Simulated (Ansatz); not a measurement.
Start from BP in the zinc blende structure (space group F-43m, No. 216; a = 4.537 Å). Axes: x, y, z lie along the cube axes.

Method: Kohn–Sham DFT with the r2SCAN functional, run in Ansatz (an electronic-structure program) with PAW and 500 eV plane waves, scalar-relativistic without spin-orbit coupling.

For the base:

The valence-band top at Γ is 0.00, 0.00, 0.00 eV and the pressure is 0.00 GPa. The shortest interatomic distance comes out as 3.712 bohr.

Perturbation: the cell is stretched by 2.50 % along z with no lateral relaxation, atoms relaxed at fixed cell.

Problem. How does this affect the valence-band top at Γ?

Solution. The valence-band top at Γ (three highest levels, from the VBM) becomes 0.00, 0.00, -0.26 eV (base: 0.00, 0.00, 0.00 eV).

Problem. What happens to the energy relative to the base?

Solution. The energy grows by 8.1 meV/atom.

Problem. What does the calculation give for the pressure after the change?

Solution. The pressure (mean of the normal stresses, compression positive) goes from zero to -4.00 GPa.

Problem. What does the calculation give for the shortest interatomic distance after the change?

Solution. The shortest interatomic distance rises by 0.031 bohr (3.712 bohr → 3.743 bohr).

The levels and masses belong to the bands next to the band gap. The cells carry an imposed strain or load. Stability against distortions was not tested.
